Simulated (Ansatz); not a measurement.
# Li: tensor shear ε_xy = +0.57 %

Start from Li in the bcc (W type) structure (space group Im-3m, No. 229; a = 3.434 Å; relaxed with 0.1 eV smearing). Axes: x, y, z lie along the cube axes.

The change: a pure shear with ε_xy = ε_yx = 0.0057, atoms relaxed at fixed cell.

All numbers come from Ansatz (a first-principles code) PBEsol, scalar-relativistic without spin-orbit coupling. Γ-centred 27×27×27 mesh, Fermi–Dirac width 0.1 eV.

Volume per atom: 20.25 Å³ (base 20.25 Å³)
Space group: Fmmm (No. 69) (base Im-3m (No. 229))
Energy relative to the base (free energy F): +0.1 meV/atom
Pressure (mean of the normal stresses, compression positive): 0.0 GPa (base 0.0 GPa)
Band gap: zero (base zero)
Stress (xx, yy, zz, yz, xz, xy; compression positive): (0.0, 0.0, 0.0, 0.0, 0.0, -0.1) GPa

Final structure:

```xyz
1
Lattice="-1.7074 1.7074 1.7171 1.7074 -1.7074 1.7171 1.7269 1.7269 -1.7171" Properties=species:S:1:pos:R:3 pbc="T T T"
Li     0.0000     0.0000     0.0000
```

The cells carry an imposed strain or load. Stability against distortions was not tested.
